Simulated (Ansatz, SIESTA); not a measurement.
Code comparison for BaSn (Cmcm, 4 atoms in the cell)

Self-consistent single point.

```
BaSn
1.0
    2.68307    -6.36291     0.00000
    2.68307     6.36291     0.00000
    0.00000     0.00000     4.71514
Ba Sn
2 2
Direct
  0.13558   0.86442   0.25000
  0.86442   0.13558   0.75000
  0.42794   0.57206   0.25000
  0.57206   0.42794   0.75000
```

Shared settings, as Ansatz (a program for electronic structure) writes them: kpoints.mp_grid.grid = 5 5 5; magnetization.spin_orbit = true; scf.occupations.method = fermi_dirac; scf.occupations.width = 0.05 eV. Potentials and cutoffs stand in the table.

| code | model | pressure (GPa) | largest force (eV/Å) | cutoff |
|---|---|---|---|---|
| Ansatz | PBEsol with spin-orbit coupling, PAW files made with PBE | -1.56 | 0.066 | default |
| SIESTA | GGA PBEsol with spin-orbit coupling, numerical atomic orbitals TZP, PseudoDojo PBEsol fully relativistic norm-conserving potentials (rewritten from UPF to PSML) | – | 0.377 | grid 400 Ry |

Size of the force on each atom (eV/Å): Sizes of forces hide their directions.

```tsv
code	Ba1	Ba2	Sn3	Sn4
Ansatz	0.066	0.066	0.038	0.038
SIESTA	0.117	0.117	0.377	0.377
```

A dash marks a value that a program does not give, or that is left out as unsure.

The spread over the programs that give each value: largest force within 0.311 eV/Å.

SIESTA uses small atom-centred bases, whose incompleteness enters pressures, forces and empty levels differently from a plane-wave cutoff.

The starting cell comes from a database of computed structures (which also holds hypothetical and non-ambient phases and stackings), without a prior relaxation at this level.

Left out of this page: Elk (with a known weakness of the program).

Keys are those of Ansatz 0.2.
